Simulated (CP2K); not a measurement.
CP2K 2026.2, DFT, PBE, Gaussian and plane waves, DZVP-MOLOPT bases, GTH-PBE potentials: unreconstructed Ge(100) slab of 3 layers, 2x2, atoms displaced (Ge12), unrelaxed, 12 atoms. Basis and mesh were picked for this test and aren't claimed converged.

```
Property                                                                             Value
--------------------------------  --------------------------------------------------------
cell                                                      8.00, 8.00, 12.83 Å; 90, 90, 90°
distance to the nearest atom                                                2.34 to 2.47 Å
SCF method                        diagonalisation with mixing (no OT or OUTER_SCF section)
task                                                                                   scf
basis                                                             Ge=DZVP-MOLOPT-SR-GTH-q4
GLOBAL/RUN_TYPE                                                               ENERGY_FORCE
GLOBAL/PRINT_LEVEL                                                                     LOW
QS/METHOD                                                                              GPW
QS/EPS_DEFAULT                                                                       1e-12
MGRID/CUTOFF                                                                        280 Ry
MGRID/REL_CUTOFF                                                                     50 Ry
SCF/SCF_GUESS                                                                       ATOMIC
SCF/EPS_SCF                                                                          1e-06
SCF/MAX_SCF                                                                            150
SCF/DIAGONALIZATION/ALGORITHM                                                     STANDARD
SCF/MIXING/METHOD                                                           BROYDEN_MIXING
SCF/MIXING/ALPHA                                                                      0.15
SCF/MIXING/NBUFFER                                                                       8
SCF/ADDED_MOS                                                                            6
SCF/SMEAR/METHOD                                                               FERMI_DIRAC
SCF/SMEAR/ELECTRONIC_TEMPERATURE                                                  [K] 1000
KPOINTS/SCHEME                                                        MONKHORST-PACK 4 4 1
KPOINTS/GAMMA_CENTERED                                                                   T
GLOBAL/PREFERRED_DIAG_LIBRARY                                               ELPA (default)
SCF/MIXING/BETA                                                              0.5 (default)
MGRID/NGRIDS                                                                   4 (default)
basis functions                                                                        156
```

Machine: one whole node, Intel Xeon 6 (Granite Rapids), 96 cores on 1 socket, 2 hardware threads a core, 3 L3 cache groups, 3 NUMA nodes.

Times are wall-clock medians of two to five runs, from launch to exit, with nothing else on the machine. Processes are pinned to neighbouring cores unless said otherwise. The times hold for this build (conda-forge: MPICH, OpenMP, OpenBLAS, FFTW, ScaLAPACK, ELPA, COSMA, DBCSR on BLAS). Scratch files lie in a memory file system.

Started as
```bash
OMP_NUM_THREADS=1 mpirun -np 8 cp2k.psmp -i run.inp
```
(8 ranks, KPOINTS/PARALLEL_GROUP_SIZE = -1 (default)) it takes 4.7 s and 23 SCF steps.

Problem. Estimate the wall time with KPOINTS/PARALLEL_GROUP_SIZE = 8.

Solution. About 5.3 s (3 runs within 1 %): 1.1× as long. The largest move is in dense diagonalisation and Cholesky (ELPA, syevd, cholesky): 0.62 s to 1.2 s. The own time of cp_cfm_heevd_base goes from 0.5 s to 0.99 s, most of the change. Change in the result: energy under 0.001 meV/atom, forces (largest component) under 0.001 meV/Å.
